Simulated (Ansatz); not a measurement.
**PtAl2: stress against strain**

PtAl2 (fluorite, Fm-3m, 17.086 Å³/atom at rest) under an equal strain ε in the (111) plane with the normal axis free, as in a coherent film. PBEsol in Ansatz, a plane-wave DFT program (PAW, default set), 420 eV, 17×17×17 Γ-centred mesh, Fermi-Dirac smearing 0.10 eV; ions are relaxed within the symmetry of each cell. Stress is positive for a compressed cell.

Here s stands for strain and y for stress xx.

| strain (%) | stress xx (GPa) |
|---|---|
| -1.25 | 2.47 |
| -0.83 | 1.64 |
| -0.42 | 0.83 |
| 0.00 | 0.00 |
| 0.42 | -0.83 |
| 0.83 | -1.64 |
| 1.25 | -2.46 |
| 2.50 | ? |

The 7 complete rows are fitted with a straight line, y against s. Means: s 0, y 0.001. About the means, the sum of products is -9.5821 and the sum of squares of s is 4.8556; the slope is their ratio. Least squares gives y = 0.001 - 1.9734·s. Residuals (row less fit): 0.002, 0.001, 0.000, -0.001, -0.002, -0.003, 0.006; standard error 0.003 (degrees of freedom: 5). The slope gives the biaxial elastic modulus of this plane = 197 ± 0.1 GPa.

Task: What does the fit predict for y at s = 2.50, and how far is the calculated value from it?

Result: y = 0.001 - 1.9734 × 2.50 = -4.933 GPa. The calculation gives -4.85 GPa, 0.083 GPa above the prediction (1.1 % of the range of y in the table). The row lies outside the fitted rows, so this is an extrapolation. The fitted rows scatter only by rounding.

One order more doesn't follow all runs of the series either: the slope changes along it. In a metal these values are sensitive to mesh and smearing; energies are taken to zero smearing, stresses follow the free energy. Rows are the converged runs of the series near zero and its far end; series whose fitted rows scatter by over a few per cent of the range, as at a crossing or softening among them, aren't shown in this form. Most that stay on the fit to the last digits aren't either.
